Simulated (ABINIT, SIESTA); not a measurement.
A SIESTA input for a self-consistent single point of Te2Mo (P-6m2, 3 atoms in the cell) (DFT, LDA PW92, numerical atomic orbitals DZP, PseudoDojo LDA standard norm-conserving potentials (rewritten from UPF to PSML)):

```
# files in the folder: Te.psml Mo.psml (PseudoDojo LDA standard)
SystemName  Te2Mo
SystemLabel siesta

NumberOfAtoms                3
NumberOfSpecies              2
%block ChemicalSpeciesLabel
  1 52 Te
  2 42 Mo
%endblock ChemicalSpeciesLabel
LatticeConstant              1.0 Ang
%block LatticeVectors
     3.446808000    0.000000000    0.000000000
    -1.723404000    2.985024000    0.000000000
     0.000000000    0.000000000   16.965779000
%endblock LatticeVectors
AtomicCoordinatesFormat      Fractional
%block AtomicCoordinatesAndAtomicSpecies
     0.333333000    0.666667000    0.897860000  1
     0.333333000    0.666667000    0.102140000  1
     0.000000000    0.000000000    0.000000000  2
%endblock AtomicCoordinatesAndAtomicSpecies

XC.functional                LDA
XC.authors                   PW92
PAO.BasisSize                DZP
PAO.EnergyShift              0.01 Ry
MeshCutoff                   300 Ry
%block kgrid.MonkhorstPack
    6   0   0  0.0
    0   6   0  0.0
    0   0   1  0.0
%endblock kgrid.MonkhorstPack
OccupationFunction           FD
ElectronicTemperature        10 K

MaxSCFIterations             150
SCF.Mixer.Method             Pulay
SCF.Mixer.Weight             0.1
SCF.Mixer.History            6
SCF.DM.Tolerance             1.0E-04
Diag.ParallelOverK           true
WriteForces                  true
Charge.Mulliken              end
```

Task: Write the same calculation as an input for ABINIT.

Result: This is the input that was run; spellings and numerical settings could be chosen otherwise.

```
# Te2Mo, PseudoDojo nc-sr-04 LDA standard
pp_dirpath "./"
pseudos "Te.upf, Mo.upf"
acell 6.5135238988 6.5135238988 32.0606758009
rprim
         1.0000000000   -0.0000000276    0.0000000000
        -0.4999999761    0.8660254176    0.0000000000
         0.0000000000    0.0000000000    1.0000000000
natom 3
ntypat 2
znucl 52 42
typat 1 1 2
xcart
         0.0000001038    3.7605847764   28.7859983746
         0.0000001038    3.7605847764    3.2746774263
         0.0000000000    0.0000000000    0.0000000000
ecut 41
occopt 1
nband 25
kptopt 1
ngkpt 6 6 1
nshiftk 1
shiftk 0 0 0
nstep 100
tolvrs 1.0e-12
prtwf 0
prtden 0
```

Basis, cutoffs, solver keys and any potentials are the target program's own. This input uses DFT, LDA (PW92), plane waves, norm-conserving pseudopotentials (PseudoDojo nc-sr-04 LDA standard). LDA parametrisations can differ slightly between programs.

The starting cell comes from a database of computed structures (which also holds hypothetical and non-ambient phases and stackings), without a prior relaxation at this level. Its lattice was rescaled by a random factor within 2.5 % of one. For this run, on top of that: lattice scaled by 0.98.
